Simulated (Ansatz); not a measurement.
**A computed series for Ir: response to strain and stress**

The parent structure is Ir in the fcc (Cu type) structure (space group Fm-3m, No. 225; a = 3.8311 Å; relaxed with 0.1 eV smearing). Axes: x, y, z lie along the cube axes.

Strains are applied to the cell and any free atomic positions relax; under biaxial strain the out-of-plane vector relaxes too; under stress the whole cell relaxes.

Level of theory: PBEsol (Ansatz, a first-principles code, PAW, no spin-orbit coupling).

Candidates:
(a) uniaxial stress, 3 GPa tension along x
(b) biaxial strain −3.74 %, plane normal [001], relaxed out of plane
(c) uniaxial strain ε_zz = +3.14 %
(d) uniaxial strain ε_xx = +5.96 %
(e) biaxial strain −0.74 %, plane normal [001], relaxed out of plane

Notes on the quantities. energy relative to the base: free energy F.

Question: Order them by energy relative to the base, highest first.

Answer: (b) biaxial strain −3.74 %, plane normal [001], relaxed out of plane (+96 meV/atom), (d) uniaxial strain ε_xx = +5.96 % (+88 meV/atom), (c) uniaxial strain ε_zz = +3.14 % (+26 meV/atom), (e) biaxial strain −0.74 %, plane normal [001], relaxed out of plane (+3.4 meV/atom), (a) uniaxial stress, 3 GPa tension along x (+0.8 meV/atom)

Beyond what the load breaks, stability against distortions was not tested. All final runs are without spin polarisation.
